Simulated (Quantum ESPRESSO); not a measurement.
# A series of runs on NdCd (Pm-3m, 2 atoms in the cell)

```yaml
crystal:
  lattice:
    - [3.84461, 0.00000, 0.00000]
    - [0.00000, 3.84461, 0.00000]
    - [0.00000, 0.00000, 3.84461]
  atoms:
    - { symbol: Nd, position: [0.50000, 0.50000, 0.50000], spin: 3.0 }
    - { symbol: Cd, position: [0.00000, 0.00000, 0.00000] }
```
(The spins are starting values, not results.)

Base run A: PBEsol, SSSP 1.1.2 efficiency (PBE) pseudopotentials run with Quantum ESPRESSO, self-consistent single point.

Its settings: ecutwfc = 50 Ry; ecutrho = 400 Ry; occupations = smearing; smearing = cold; degauss = 0.0036749 Ry; nspin = 2; input_dft = pbesol; potentials = {Nd: Nd.GGA-PBE-paw-v1.0.UPF, Cd: Cd.pbe-dn-rrkjus_psl.0.3.1.UPF}; K_POINTS = automatic 7 7 7 0 0 0; conv_thr = 1e-09 Ry; mixing_beta = 0.3.

The starting cell comes from a database of computed structures (which also holds hypothetical and non-ambient phases and stackings), without a prior relaxation at this level. With one magnetic atom in the cell only a parallel order is possible. With U or open f shells several self-consistent states can exist. The f electrons are in the valence without U or exact exchange, which can misplace them near the Fermi level. Spin-orbit terms, which matter for f shells, are left out.

A dash stands where there is no value to compare (another energy zero or no entropy term, no result, no spin, no clean gap, or a mesh too coarse for one). 

Run A gave: pressure (GPa) -2.46; size of the net moment (μB/atom) 1.82.

Runs:
- B: vdw_corr: default → grimme-d3; dftd3_version: default → 3; dftd3_threebody: default → false [PBEsol-D3(0)]
- C: vdw_corr: default → grimme-d3; dftd3_version: default → 4; dftd3_threebody: default → false [PBEsol-D3(BJ)]
- D: vdw_corr: default → grimme-d3; dftd3_version: default → 4; dftd3_threebody: default → true [PBEsol-D3(BJ) with three-body term]

Task: What does run C change against A?

Result: The pressure goes from -2.46 to -5.04 GPa and the size of the net moment stays at 1.82 μB/atom.

Task: What does run B change against A?

Result: The pressure goes from -2.46 to -3.93 GPa and the size of the net moment stays at 1.82 μB/atom.

Task: What does run D change against A?

Result: The pressure goes from -2.46 to -4.77 GPa and the size of the net moment stays at 1.82 μB/atom.

```csv
run,pressure (GPa),size of the net moment (μB/atom),dispersion energy (eV/atom)
A,-2.46,1.82,–
B,-3.93,1.82,-0.250
C,-5.04,1.82,-0.428
D,-4.77,1.82,-0.404
```

Left out of this page: 1 run of the series held back from this collection.
